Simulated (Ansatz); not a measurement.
## A computed series for hypothetical rock salt GaAs: response to strain

Take GaAs in the rock salt structure (space group Fm-3m, No. 225; a = 5.3304 Å; a hypothetical phase, not in the database extracts checked; relaxed with 0.1 eV smearing) as the base. Axes: x, y, z lie along the cube axes.

Strains are applied to the cell and any free atomic positions relax; under biaxial strain the out-of-plane vector relaxes too; under stress the whole cell relaxes.

The values are results of r2SCAN (Ansatz, a quantum-chemistry and plane-wave program, PAW, spin-orbit coupling left out), earlier PAW set, not measurements.

Notes on the quantities. pressure: mean of the normal stresses, compression positive; energy relative to the base: free energy F.

```tsv
case	pressure	shortest interatomic distance	energy relative to the base
base	0.0 GPa	2.665 Å	0 meV/atom
biaxial strain −0.16 %, plane normal [001], relaxed out of plane	0.2 GPa	2.661 Å	+0.1 meV/atom
biaxial strain −0.66 %, plane normal [110], relaxed out of plane	0.5 GPa	2.648 Å	+0.6 meV/atom
isotropic strain −3.98 %	13.2 GPa	2.559 Å	+80 meV/atom
isotropic strain +2.67 %	-5.4 GPa	2.736 Å	+28 meV/atom
isotropic strain +5.47 %	-8.9 GPa	2.811 Å	+107 meV/atom
uniaxial strain ε_zz = −1.93 %	1.7 GPa	2.614 Å	+3.7 meV/atom
tensor shear ε_xy = −3.70 %	0.1 GPa	2.665 Å	+7.0 meV/atom
uniaxial stress, 3 GPa tension along x	–	2.649 Å	+5.0 meV/atom
tensor shear ε_yz = −1.32 %	0.0 GPa	2.665 Å	+0.9 meV/atom
```

Beyond what the load breaks, stability against distortions was not tested. All final runs are without spin polarisation.
